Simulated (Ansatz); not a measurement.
# How far to go with the k-point mesh: ScPt3 (P4mm, 4 atoms in the cell)

```
CELL_PARAMETERS angstrom
      3.96432     0.00000     0.00000
      0.00000     3.96432     0.00000
      0.00000     0.00000     3.96432
ATOMIC_POSITIONS crystal
  Sc 0.00000 0.00000 0.01261
  Pt 0.50000 0.50000 0.00000
  Pt 0.00000 0.50000 0.50000
  Pt 0.50000 0.00000 0.50000
```

Method: PBEsol, default PAW files made with PBE (plane waves; Ansatz, a quantum-chemistry and plane-wave program).

Base settings: basis.ecutwfc = 420 eV; kpoints.mp_grid.grid = 8 8 8; hamiltonian.xc = pbesol; hamiltonian.pseudopotentials = {kind: paw} (the program's default PAW files); scf.occupations.method = fermi_dirac; scf.occupations.width = 0.1 eV.

The second cell is the first with its lattice scaled by 0.98.

Only quantities that move along the ladder and can be compared are tabulated.

The count of work is k-points × plane waves × bands × iterations; it is no time. Core times come from one kind of shared machine, to one figure; runs under 30 s give none.

The starting cell comes from a database of computed structures (which also holds hypothetical and non-ambient phases and stackings), without a prior relaxation at this level. Its lattice was rescaled by up to half a per cent. One atom was moved a little off its site on purpose. Spin polarisation is off. Ansatz's pressure includes its estimate of the finite-basis (Pulay) stress.

| kpoints.mp_grid.grid | free energy less the last step's (meV/atom) | energy of the compressed cell less the first (meV/atom) | pressure (GPa) | largest difference of a force vector from the last step's (eV/Å) | count of work / last | core time / last (rough) |
|---|---|---|---|---|---|---|
| 2 2 2 | 99.43 | 40.59 | -0.30 | 0.107 | 0.0048 | – |
| 3 3 3 | -31.50 | 24.25 | -2.88 | 0.018 | 0.0048 | – |
| 4 4 4 | -0.48 | 28.90 | -2.10 | 0.014 | 0.012 | – |
| 5 5 5 | -1.50 | 32.86 | -1.48 | 0.011 | 0.012 | – |
| 6 6 6 | -4.25 | 30.59 | -1.87 | 0.003 | 0.027 | – |
| 7 7 7 | -0.30 | 29.98 | -1.96 | 0.002 | 0.027 | – |
| 8 8 8 | 2.74 | 30.79 | -1.80 | 0.002 | 0.051 | – |
| 9 9 9 | 0.38 | 31.07 | -1.79 | 0.001 | 0.051 | – |
| 10 10 10 | -1.11 | 30.50 | -1.89 | 0.001 | 0.086 | – |
| 11 11 11 | -0.38 | 30.25 | -1.91 | 0.001 | 0.086 | – |
| 12 12 12 | 0.43 | 30.59 | -1.85 | 0.001 | 0.13 | – |
| 15 15 15 | -0.13 | 30.47 | -1.88 | 0.000 | 0.20 | 0.2 |
| 16 16 16 | 0.04 | 30.54 | -1.86 | 0.000 | 0.28 | 0.3 |
| 18 18 18 | -0.02 | 30.57 | -1.86 | 0.000 | 0.37 | 0.4 |
| 20 20 20 | 0.00 | 30.56 | -1.86 | 0.000 | 0.49 | 0.5 |
| 22 22 22 | 0.00 | 30.57 | -1.86 | 0.000 | 0.64 | 0.6 |
| 25 25 25 | 0.00 | 30.57 | -1.86 | 0.000 | 0.80 | 0.8 |
| 27 27 27 | 0.00 | 30.56 | -1.86 | 0.000 | 1.0 | 1 |

Coarsest kpoints.mp_grid.grid that holds the free energy within 1 meV/atom of the last step, with all finer ones: 11 11 11, at 0.086 of the last step's count of work; the step before is off by 1.1 meV/atom.

Coarsest kpoints.mp_grid.grid that holds the forces within 0.01 eV/Å of the last step, with all finer ones: 6 6 6, at 0.027 of the last step's count of work; the step before is off by 0.011 eV/Å.

Coarsest kpoints.mp_grid.grid that holds the pressure within 0.1 GPa of the last step, with all finer ones: 6 6 6, at 0.027 of the last step's count of work; the step before is off by 0.38 GPa.

The energy difference between the two cells stays within 1 meV/atom of the last step's from 6 6 6 on, the total only from 11 11 11 on: much of the error is common to both cells and cancels.

Keys are those of Ansatz 0.2.
